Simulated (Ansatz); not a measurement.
Base system: SnTe in the rock salt structure (space group Fm-3m, No. 225; a = 6.4093 Å). Axes: x, y, z lie along the cube axes.

Computed with PBE (Ansatz, a program for electronic structure), no spin-orbit coupling.

One thing is altered: an isotropic linear strain of +0.50 %, atoms relaxed at fixed cell.

Task: Predict the stress tensor and what it implies for the stiffness.

Result: Stress of the strained cell less that of the base (GPa, compression positive):
```
  -0.59    0.00    0.00
   0.00   -0.59    0.00
   0.00    0.00   -0.59
```

Then B = −ΔP/(ΔV/V₀) with ΔV/V₀ = 0.0151 gives secant stiffness values (nonlinear terms included at this strain): B ≈ 39 GPa.

Whether these cells are dynamically stable was not tested.
